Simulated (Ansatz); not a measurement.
The starting structures come from a database of crystals and need not be the phases stable at ambient conditions.

The decay constant κ of evanescent states in the gap governs leakage through a thin film.

Data:

```
CELL_PARAMETERS angstrom
      6.94893    -0.16028    -0.14039
      0.89576     6.89282    -0.14040
      2.91349     2.50044     2.19015
ATOMIC_POSITIONS crystal
  Li 0.66667 0.33333 0.95412
  Li 0.33333 0.66667 0.04588
  H  0.36130 0.22464 0.83206
  H  0.63870 0.77536 0.16794
  H  0.77536 0.13667 0.50597
  H  0.22464 0.86333 0.49403
  H  0.86333 0.63870 0.91597
  H  0.13667 0.36130 0.08403
  Pt 0.00000 0.00000 0.00000
  O  0.32236 0.31699 0.60623
  O  0.67764 0.68301 0.39377
  O  0.68301 0.00537 0.55721
  O  0.31699 0.99463 0.44279
  O  0.99463 0.67764 0.57333
  O  0.00537 0.32236 0.42667
```

Space group of this cell: P-3. The cell was relaxed by PBE-D3(BJ); by r2SCAN its mean pressure is -2.1 GPa.

Transport runs along the normal of the first two printed cell vectors, the (111) plane of the conventional cell.

The gap is the functional's own, uncorrected, and κ follows it; spin-orbit coupling is left out. Mid-gap values are interpolated between the computed energies.

Task: State the band gap and the smallest decay constant κ at mid-gap according to r2SCAN (Ansatz, a quantum-chemistry and plane-wave program).

Result: Gap 3.00 eV on a 14×14×14 mesh; κ = 0.469 1/Å, at the zone centre.
